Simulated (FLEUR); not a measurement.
FLEUR MaX-8.1, DFT, PBE, spin-polarised, all-electron FLAPW, scalar-relativistic valence: a generated cell (prototype structure at a guessed volume, not a measured phase) of NaCoCl3 (space group Pm-3m) (NaCoCl3), 5 atoms, spin-polarised from a ferromagnetic start. Basis and mesh were picked for this test and aren't claimed converged.

```yaml
cell: 4.68, 4.68, 4.68 Å; 90, 90, 90°
task: ground state
k mesh: 3×3×3
jspins: 2
itmax: 100
minDistance: 0.0001 me/bohr^3
fermiSmearingEnergy: 0.004 Hartree
k-points after symmetry (for each spin): 4
basis_functions: 650
bands: 35
symmetry_operations: 48
Kmax (1/bohr): 3.8
```

One run each.

All on 4 ranks. Base settings, kept where nothing else is said: imix = Anderson (default), alpha = 0.05 (default), maxIterBroyd = 15 (default), precondParam = 0 (default), spinf = 2 (default). The settings tried:
- spinf = 1.0
- alpha = 0.02
- alpha = 0.3
- precondParam = 0.5
- precondParam = 1.0
- imix = rPulay
- maxIterBroyd = 3
- the base settings
- imix = Pulay
- precondParam = 1.5
- maxIterBroyd = 30
- alpha = 0.5
- spinf = 4.0
- maxIterBroyd = 6
- imix = pPulay
- imix = aPulay
- alpha = 0.1
- maxIterBroyd = 99
- precondParam = 0.3
- alpha = 0.01
- imix = straight, alpha = 0.2
- precondParam = 0.7
- alpha = 0.2

**Question.** Name the extremes by iterations: fewest, most, and any that don't converge.

**Answer.** Fewest iterations: alpha = 0.3 (33); alpha = 0.5 (33). Most among those that reach the base run's result: alpha = 0.01 (80). No convergence: imix = Pulay (with the distance of the densities over minDistance after 100 iterations); imix = pPulay (with the distance of the densities over minDistance after 100 iterations); imix = aPulay (with the distance of the densities over minDistance after 100 iterations); alpha = 0.02 (with the distance of the densities over minDistance after 100 iterations); maxIterBroyd = 3 (with the distance of the densities over minDistance after 100 iterations); maxIterBroyd = 6 (with the distance of the densities over minDistance after 100 iterations); precondParam = 0.3 (with the distance of the densities over minDistance after 100 iterations); precondParam = 0.5 (with the distance of the densities over minDistance after 100 iterations); imix = straight, alpha = 0.2 (with the distance of the densities over minDistance after 100 iterations).

```json
[
 {"setting": "alpha = 0.3", "iterations": "33", "end": "converged"},
 {"setting": "alpha = 0.5", "iterations": "33", "end": "converged"},
 {"setting": "precondParam = 1.0", "iterations": "37", "end": "converged"},
 {"setting": "precondParam = 1.5", "iterations": "39", "end": "converged"},
 {"setting": "alpha = 0.2", "iterations": "40", "end": "converged"},
 {"setting": "maxIterBroyd = 30", "iterations": "42", "end": "converged"},
 {"setting": "precondParam = 0.7", "iterations": "43", "end": "converged"},
 {"setting": "maxIterBroyd = 99", "iterations": "45", "end": "converged"},
 {"setting": "the base settings", "iterations": "50", "end": "converged"},
 {"setting": "spinf = 1.0", "iterations": "50", "end": "converged"},
 {"setting": "spinf = 4.0", "iterations": "50", "end": "converged"},
 {"setting": "alpha = 0.1", "iterations": "54", "end": "converged"},
 {"setting": "imix = rPulay", "iterations": "55", "end": "converged"},
 {"setting": "alpha = 0.01", "iterations": "80", "end": "converged"},
 {"setting": "imix = Pulay", "iterations": "100", "end": "not converged"},
 {"setting": "imix = pPulay", "iterations": "100", "end": "not converged"},
 {"setting": "imix = aPulay", "iterations": "100", "end": "not converged"},
 {"setting": "alpha = 0.02", "iterations": "100", "end": "not converged"},
 {"setting": "maxIterBroyd = 3", "iterations": "100", "end": "not converged"},
 {"setting": "maxIterBroyd = 6", "iterations": "100", "end": "not converged"},
 {"setting": "precondParam = 0.3", "iterations": "100", "end": "not converged"},
 {"setting": "precondParam = 0.5", "iterations": "100", "end": "not converged"},
 {"setting": "imix = straight, alpha = 0.2", "iterations": "100", "end": "not converged"}
]
```
